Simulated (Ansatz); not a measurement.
Corundum Ga2O3 (metastable phase), treated with PBE-D3(BJ) (Ansatz, a quantum-chemistry and plane-wave program, PAW).

Settings: plane-wave cutoff 520 eV, 8×8×8 k mesh, Fermi–Dirac smearing 0.01 eV, scalar-relativistic PAW data made under PBE.

Computed at the level's own relaxed cell.

Q: Predict the pressure derivative B′ of the bulk modulus, lattice constant a, lattice parameter c, equilibrium volume per atom and band gap.

A: 
pressure derivative B′ of the bulk modulus: 4.5
lattice constant a: 5.032 Å
lattice parameter c: 13.531 Å
equilibrium volume per atom: 9.89 Å³/atom
band gap: 2.58 eV (indirect)

Measured, for comparison: lattice constant a 4.982 Å, lattice parameter c 13.433 Å (temperature not stated, not corrected to a static lattice; as tabulated in Marezio, Remeika, J. Chem. Phys. 46, 1862 (1967) (COD 1538347)). Computed (rounded) less measured: lattice constant a +1.0 %, lattice parameter c +0.7 %.

Note: the bulk modulus comes from volumes at which shape and atoms were relaxed.

Spin–orbit coupling is not included.

Static lattice: no zero-point or thermal effects.

The result took about 11 core-minutes (a rough figure).
